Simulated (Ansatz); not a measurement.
We consider TiAl3 (I4/mmm, No. 139), described by LDA (Ansatz, a quantum-chemistry and plane-wave program, plane waves, PAW).

Run with plane-wave cutoff 520 eV, 24×24×24 k mesh, Fermi–Dirac smearing 0.034 eV (set by the program), no spin polarisation, scalar-relativistic PAW data made under PBE.

Computed at the level's own relaxed cell.

Hill averages of the elastic tensor: K = 116.7 GPa, G = 97.1 GPa. Volume 15.145 Å³/atom, mean atomic mass 32.203 u.

**Question.** Work out the density, the sound velocities of a polycrystal and the elastic Debye temperature, and Pugh's ratio at this level.

**Answer.** ρ = 1.66054 × 32.203/15.145 = 3.531 g/cm³. v_l = √[(K + 4G/3)/ρ] = 8.350 km/s and v_t = √(G/ρ) = 5.244 km/s. The mean follows from 3/v_m³ = 1/v_l³ + 2/v_t³: v_m = 5.774 km/s. Θ_D = (ħ/k_B) v_m (6π²/V)^(1/3) = 76.38 K Å s/km × 5.774 × 1.5754 Å⁻¹ = 695 K, counting all atoms of the cell. K/G = 1.20, to be set beside Pugh's rough bound of 1.75 between brittle and ductile metals.
